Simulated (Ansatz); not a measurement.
Results of LDA in Ansatz (plane waves, PAW) for NbIr₃ (Pm-3m, No. 221, 4 atoms in the cell; start mp-1339).

Numerical settings: plane-wave cutoff 520 eV, 14×14×14 k mesh, Fermi–Dirac smearing 0.05 eV, no spin polarisation, scalar-relativistic PAW data made under PBE.

Cell (relaxed at this level):

```
CELL_PARAMETERS angstrom
      3.86120     0.00000     0.00000
      0.00000     3.86120     0.00000
      0.00000     0.00000     3.86120
ATOMIC_POSITIONS crystal
  Nb 0.00000 0.00000 0.00000
  Ir 0.50000 0.50000 0.00000
  Ir 0.00000 0.50000 0.50000
  Ir 0.50000 0.00000 0.50000
```

Problem. Predict the bulk modulus B0.

Solution. 
* **bulk modulus B0**: 362 GPa

Note: the run has no spin polarisation, so it can have missed a magnetic state; the bulk modulus is −V dP/dV from two relaxed cells at ±2 % in volume; the relaxation could not lower the start's symmetry, so the cell can be a saddle point above a distorted one.

Spin–orbit coupling is not included.

Static lattice: no zero-point or thermal effects.

A start named mp-… is a Materials Project structure, which need not be a measured phase.

Ansatz is an electronic-structure program.
